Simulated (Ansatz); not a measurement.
Electronic density of states of amorphous Si$_{24}$O$_{48}$Cu$_{2}$, density 2.35 g/cm³, on a 2×2×2 Γ-centred mesh with a Gaussian width of 0.1 eV; energies count from the Fermi level, whose place inside the gap is arbitrary. Cell and mesh are small, so fine structure isn't converged. These are PBE, scalar-relativistic without spin-orbit coupling (plane waves to 420 eV, PAW; Ansatz, a first-principles code) values and carry that method's errors. Sampling: a 2×2×2 Γ-centred mesh; Fermi-Dirac width 0.02 eV; no spin polarisation. At PBE the levels at the filled edge of the gap are localised (band-tail or defect states), and the nearest spread-out levels lie 4.8 eV apart at the zone centre.

The cell was made by melting and quenching with the CHGNet potential and then relaxed with DFT. O atoms were pushed apart under 1.9 Å during the dynamics, to hinder bonds among them. The hot cell started wider than the set density and was brought back towards it in steps. It is the lowest in DFT energy of 2 quenches. It is a model cell: composition and starting density were chosen by hand, and all elements were melted together. No dispersion term was used. Its density started from a set value of 2.35 and ended at 2.35 g/cm³. The simulated quench (nominally 320 K/ps over its main leg) is rapid and tends to freeze in more defects than a deposited or slowly cooled glass has. Values belong to this one cell and scatter from quench to quench. The volume was held where the preparation left it, at a PBE pressure of -0.3 GPa (tension). Stress components on the final sampling reach 1.8 GPa.

(E - EF (eV), states/(eV atom)): (-12.00, 0.12); (-11.90, 0.14); (-11.80, 0.17); (-11.70, 0.20); (-11.60, 0.20); (-11.50, 0.17); (-11.40, 0.20); (-11.30, 0.23); (-11.20, 0.17); (-11.10, 0.14); (-11.00, 0.15); (-10.90, 0.12); (-10.80, 0.16); (-10.70, 0.20); (-10.60, 0.18); (-10.50, 0.18); (-10.40, 0.21); (-10.30, 0.20); (-10.20, 0.19); (-10.10, 0.16); (-10.00, 0.17); (-9.90, 0.21); (-9.80, 0.27); (-9.70, 0.35); (-9.60, 0.36); (-9.50, 0.44); (-9.40, 0.54); (-9.30, 0.48); (-9.20, 0.41); (-9.10, 0.44); (-9.00, 0.54); (-8.90, 0.57); (-8.80, 0.50); (-8.70, 0.38); (-8.60, 0.31); (-8.50, 0.25); (-8.40, 0.22); (-8.30, 0.27); (-8.20, 0.33); (-8.10, 0.35); (-8.00, 0.46); (-7.90, 0.51); (-7.80, 0.50); (-7.70, 0.51); (-7.60, 0.48); (-7.50, 0.38); (-7.40, 0.28); (-7.30, 0.31); (-7.20, 0.35); (-7.10, 0.34); (-7.00, 0.45); (-6.90, 0.45); (-6.80, 0.41); (-6.70, 0.48); (-6.60, 0.54); (-6.50, 0.56); (-6.40, 0.58); (-6.30, 0.62); (-6.20, 0.68); (-6.10, 0.72); (-6.00, 0.79); (-5.90, 0.82); (-5.80, 0.78); (-5.70, 0.75); (-5.60, 0.77); (-5.50, 0.79); (-5.40, 0.79); (-5.30, 0.82); (-5.20, 0.82); (-5.10, 0.85); (-5.00, 0.80); (-4.90, 0.75); (-4.80, 0.82); (-4.70, 0.85); (-4.60, 0.72); (-4.50, 0.57); (-4.40, 0.61); (-4.30, 0.65); (-4.20, 0.64); (-4.10, 0.64); (-4.00, 0.65); (-3.90, 0.59); (-3.80, 0.35); (-3.70, 0.08); (-3.60, 0.01); (-3.50, 0.04); (-3.40, 0.14); (-3.30, 0.09); (-3.20, 0.10); (-3.10, 0.23); (-3.00, 0.26); (-2.90, 0.23); (-2.80, 0.23); (-2.70, 0.21); (-2.60, 0.08); (-2.50, 0.01); (-2.40, 0.00); (-2.30, 0.03); (-2.20, 0.13); (-2.10, 0.10); (-2.00, 0.01); (-1.90, 0.00); (-1.80, 0.00); (-1.70, 0.00); (-1.60, 0.00); (-1.50, 0.02); (-1.40, 0.15); (-1.30, 0.33); (-1.20, 0.33); (-1.10, 0.21); (-1.00, 0.07); (-0.90, 0.13); (-0.80, 0.10); (-0.70, 0.01); (-0.60, 0.00); (-0.50, 0.00); (-0.40, 0.00); (-0.30, 0.00); (-0.20, 0.00); (-0.10, 0.00); (0.00, 0.00); (0.10, 0.00); (0.20, 0.00); (0.30, 0.00); (0.40, 0.00); (0.50, 0.00); (0.60, 0.00); (0.70, 0.00); (0.80, 0.02); (0.90, 0.04); (1.00, 0.07); (1.10, 0.08); (1.20, 0.05); (1.30, 0.01); (1.40, 0.00); (1.50, 0.00); (1.60, 0.02); (1.70, 0.02); (1.80, 0.03); (1.90, 0.07); (2.00, 0.09); (2.10, 0.08); (2.20, 0.07); (2.30, 0.08); (2.40, 0.09); (2.50, 0.09); (2.60, 0.12); (2.70, 0.13); (2.80, 0.17); (2.90, 0.15); (3.00, 0.15); (3.10, 0.17); (3.20, 0.21); (3.30, 0.20); (3.40, 0.17); (3.50, 0.20); (3.60, 0.24); (3.70, 0.26); (3.80, 0.25); (3.90, 0.25); (4.00, 0.32); (4.10, 0.41); (4.20, 0.39); (4.30, 0.36); (4.40, 0.40); (4.50, 0.41); (4.60, 0.40); (4.70, 0.42); (4.80, 0.49); (4.90, 0.46); (5.00, 0.47)

The level gap on this mesh is 1.68 eV; the broadening fills part of it in the curve.
